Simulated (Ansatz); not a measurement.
H on the 1x1 (10-10) surface of wurtzite ZnO (cut with top plane O + Zn), one in a 2x1 cell, energies for each (34.7 Å²). Energies are against ½ H2(g), without zero-point or thermal terms; each row is named by its start (#2, #3: further inequivalent places of a kind).

Host crystal: wurtzite ZnO, with a band gap (PBE, scalar-relativistic without spin-orbit coupling).

Computed with PBE (plane waves to 420 eV, PAW; Ansatz, an electronic-structure program).

Model: 33-atom slab, 9.4 Å thick at the start under the adsorbate (thin: gaps and levels are the slab's own), 3x4x1 mesh, Fermi-Dirac 0.01 eV, dipole correction, 16 atoms held, the rest relaxed; each run with such symmetry as its start has; spin-polarised, no spin-orbit, no U, no dispersion correction.

A negative adsorption energy means that the adsorbate is more stable on the surface than in its reference. Starts that drift may end in the same place. Heights count from the host atoms within 0.3 Å of the top one. Moments of ungapped slabs depend on the mesh.

| starting site | E_ads (eV) | height (Å) | nearest host atom (Å) | bonded to | change of the vacuum step (eV) | lateral drift (Å) | moment (μB) |
|---|---|---|---|---|---|---|---|
| top O | -0.01 | 0.91 | O 0.98 | O | -1.62 | 0.3 | 0.0 |
| top Zn | 1.66 | 1.51 | Zn 1.57 | Zn | 0.59 | 1.0 | 1.0 |
| top Zn #2 | 2.24 | 1.14 | Zn 1.97 | Zn | 0.05 | 0.6 | 1.0 |
| over O at depth 0.9 Å | 2.20 | 0.53 | O 1.44 | 2 Zn | 0.02 | 0.2 | 0.8 |
| hollow O-O-Zn-Zn-Zn | 1.90 | 1.08 | Zn 1.87 | 2 Zn | 0.07 | 0.8 | 1.0 |
| hollow beside O | -0.01 | 0.90 | O 0.98 | O | -1.62 | 1.2 | 0.0 |
| bridge Zn-Zn (span 3.3 Å) | 1.90 | 1.08 | Zn 1.87 | 2 Zn | 0.07 | 0.1 | 1.0 |
| bridge Zn-Zn (span 3.3 Å) #2 | 1.66 | 1.42 | Zn 1.57 | Zn | 0.60 | 0.9 | 0.9 |
